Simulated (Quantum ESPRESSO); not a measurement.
Input and output of a self-consistent single point for RbSr₃ (P1, 4 atoms in the cell) (Quantum ESPRESSO).

Method of the run: PBEsol, PseudoDojo standard norm-conserving (PBESOL) pseudopotentials (plane waves; Quantum ESPRESSO).

The change in words: atoms moved at random. Reference geometry:
```yaml
crystal:
  lattice:
    - [3.09065, -3.09065, 6.37601]
    - [3.09065, 3.09065, 6.37601]
    - [-3.09065, -3.09065, 6.37601]
  atoms:
    - { symbol: Rb, position: [0.00000, 0.00000, 0.00000] }
    - { symbol: Sr, position: [0.50000, 0.25000, 0.75000] }
    - { symbol: Sr, position: [0.50000, 0.75000, 0.25000] }
    - { symbol: Sr, position: [0.00000, 0.50000, 0.50000] }
```

Reference input (self-consistent single point, DFT, PBEsol, plane waves, PseudoDojo standard norm-conserving (PBESOL) pseudopotentials): ecutwfc = 70 Ry; occupations = smearing; smearing = fd; degauss = 0.0073499 Ry; potentials = {Rb: Rb.upf, Sr: Sr.upf}; K_POINTS = automatic 5 5 5 0 0 0; conv_thr = 1e-08 Ry. This run's input differs from it in these lines:

```diff
@@ -9,5 +9,3 @@
 &SYSTEM
-   ibrav = 7,
-   celldm(1) = 11.68096409,
-   celldm(3) = 2.0629980748,
+   ibrav = 0,
    nat = 4,
@@ -26,8 +24,12 @@
 ATOMIC_POSITIONS {crystal}
-Rb    0.00000000    0.00000000    0.00000000
-Sr   -0.50000000    0.25000000    0.75000000
-Sr   -0.50000000    0.75000000    0.25000000
-Sr    0.00000000    0.50000000    0.50000000
+Rb    0.00241800    0.00064200    0.01010600
+Sr    0.74126300    0.24380100    0.49023900
+Sr    0.25926600    0.76609900    0.51323100
+Sr    0.49705300    0.48945800   -0.01357500
 K_POINTS {automatic}
 5 5 5  0 0 0
+CELL_PARAMETERS {angstrom}
+  -3.09065000     3.09065000     6.37600500
+   3.09065000    -3.09065000     6.37600500
+   3.09065000     3.09065000    -6.37600500
```

Log, with long lists cut:

```
     Self-consistent Calculation

     iteration #  1     ecut=    70.00 Ry     beta= 0.70

     Threshold (ethr) on eigenvalues was too large:
     Diagonalizing with lowered threshold

     c_bands:  2 eigenvalues not converged
     c_bands:  1 eigenvalues not converged
     c_bands:  2 eigenvalues not converged
     c_bands:  1 eigenvalues not converged
     c_bands:  1 eigenvalues not converged
     c_bands:  1 eigenvalues not converged

     total energy              =    -259.24987807 Ry
     estimated scf accuracy    <       0.00685616 Ry

     iteration #  2     ecut=    70.00 Ry     beta= 0.70

     total energy              =    -259.25085889 Ry
     estimated scf accuracy    <       0.00164818 Ry

     iteration #  3     ecut=    70.00 Ry     beta= 0.70

     total energy              =    -259.25122314 Ry
     estimated scf accuracy    <       0.00029529 Ry

   [... 3 blocks of this kind left out ...]

     iteration #  7     ecut=    70.00 Ry     beta= 0.70

     total energy              =    -259.25128852 Ry
     estimated scf accuracy    <       0.00000002 Ry

     iteration #  8     ecut=    70.00 Ry     beta= 0.70
     End of self-consistent calculation

     the Fermi energy is     4.1758 ev

!    total energy              =    -259.25128853 Ry
     estimated scf accuracy    <          7.9E-10 Ry
     smearing contrib. (-TS)   =      -0.01115701 Ry
     internal energy E=F+TS    =    -259.24013153 Ry

     convergence has been achieved in   8 iterations

     Forces acting on atoms (cartesian axes, Ry/au):

     atom    1 type  1   force =    -0.00241113   -0.00235402    0.00264996
     atom    2 type  2   force =     0.00207259    0.00247902    0.00031002
     atom    3 type  2   force =    -0.00436990   -0.00166073   -0.00420494
     atom    4 type  2   force =     0.00470845    0.00153573    0.00124496

     Total force =     0.009723     Total SCF correction =     0.000047

          total   stress  (Ry/bohr**3)                   (kbar)     P=       -4.34
  -0.00002566   0.00000113  -0.00000039           -3.77        0.17       -0.06
   0.00000113  -0.00002598   0.00000060            0.17       -3.82        0.09
  -0.00000039   0.00000060  -0.00003697           -0.06        0.09       -5.44

   JOB DONE.
```

The run converged in 8 iterations. Against the reference run the free energy rises by 4.4 meV/atom, the pressure moves little (-0.46 to -0.43 GPa) and the largest force goes from 0.000 to 0.162 eV/Å. The full log also holds: “c_bands:  2 eigenvalues not converged”.

The starting cell comes from a database of computed structures (which also holds hypothetical and non-ambient phases and stackings), without a prior relaxation at this level. For this run, on top of that: atoms moved at random.

Cost on one core of a shared machine: roughly 9 min.
